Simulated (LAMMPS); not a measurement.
MD of Pd (fcc) at zero pressure, 4000 atoms, as a liquid; each row is its own run.

Method: classical MD, pair style eam, the elements' _u3.eam files (universal-3 set of Foiles, Baskes and Daw), run in LAMMPS.

```
T (K)  D(Pd) (cm²/s)
-----  -------------
1010         6.62e-6
1280         1.83e-5
1460         2.70e-5
1830         4.84e-5
2010         6.17e-5
2280         8.32e-5
2560        0.000111
```

**Question.** Fit an Arrhenius law, ln y = a + b / x, to these rows (x is the first column, y the second) and predict the run at x = 1650.

**Answer.** Least squares gives a = -7.3758 and b = -4585. The slope times kB gives an activation energy of 0.40 eV. At x = 1650 the fit predicts 3.89e-5 cm²/s. The run itself gave (3.76 ± 0.06) × 10^-5 cm²/s, so the fit is 3.5 % high.

Caution (rows 1010; 1280): this liquid lies under the melting point of about 1420 K that EAM-type universal-3 set of Foiles, Baskes and Daw gives, so it is undercooled.

Errors of D are the spread over four groups of atoms in one short run; a floor of about 5 %, a picked value, is safer.
